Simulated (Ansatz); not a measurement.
# Re, response to strain

Start from Re in the hcp (Mg type) structure (space group P6_3/mmc, No. 194; a = 2.752 Å, c = 4.440 Å; relaxed with 0.1 eV smearing). Axes: x lies along a and z along c of the hexagonal cell.

Strains are applied to the cell and any free atomic positions relax; under biaxial strain the out-of-plane vector relaxes too.

Calculations: PBEsol (Ansatz, a quantum-chemistry and plane-wave program), spin-orbit coupling left out.

Notes on the quantities. in-plane stress: mean in-plane stress (compression positive).

```csv
case,out-of-plane strain,in-plane stress
"biaxial strain −2.50 %, plane normal [001], relaxed out of plane",+1.64 %,+22.7 GPa
"biaxial strain −2.00 %, plane normal [001], relaxed out of plane",+1.32 %,+17.6 GPa
"biaxial strain −1.00 %, plane normal [001], relaxed out of plane",+0.66 %,+8.3 GPa
"biaxial strain −0.50 %, plane normal [001], relaxed out of plane",+0.33 %,+4.0 GPa
"biaxial strain +0.50 %, plane normal [001], relaxed out of plane",-0.34 %,-3.7 GPa
"biaxial strain +1.50 %, plane normal [001], relaxed out of plane",-1.04 %,-10.4 GPa
"biaxial strain +2.00 %, plane normal [001], relaxed out of plane",-1.39 %,-13.4 GPa
"biaxial strain +2.50 %, plane normal [001], relaxed out of plane",-1.75 %,-16.2 GPa
"biaxial strain +3.00 %, plane normal [001], relaxed out of plane",-2.11 %,-18.8 GPa
```

No phonon test of stability was made. The final runs are not spin-polarised.
